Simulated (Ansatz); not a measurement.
Problem. Name crystals whose logarithmic mean phonon energy lies between 27 and 42 meV and whose resistivity at 300 K lies between 9.4 and 14.6 μΩ·cm, by PBEsol, DFPT electron-phonon coupling, linearised Boltzmann equation (Ansatz, a program for electronic structure).

Solution. Many crystals can fit; among those computed here:
- VH2 (Fm-3m): 29 meV, 11.8 μΩ·cm
- WB₂ (P6_3/mmc): 30 meV, 12.3 μΩ·cm
- TiSi₂ (Fddd): 31 meV, 10.9 μΩ·cm
- YB₂ (P6/mmm): 40 meV, 12.9 μΩ·cm
- TaN (P-62m): 29 meV, 11.0 μΩ·cm

Metals; harmonic phonons alone scatter; means over directions. Halving the electron mesh moves these values by up to 10 %; q meshes are mostly untested. Some of the runs warned that the eigensolver left states short of its tolerance. Spin-orbit coupling is left out.

Formula and space group known from diffraction (Crystallography Open Database), not checked to be the room-temperature form: VH2 (Fm-3m), WB2 (P6_3/mmc). Treated as nonmagnetic (a ferromagnetic start lost its moment, other orders weren't tried): VH2 (Fm-3m). The missing spin-orbit coupling matters most for TaN (P-62m), WB2 (P6_3/mmc).
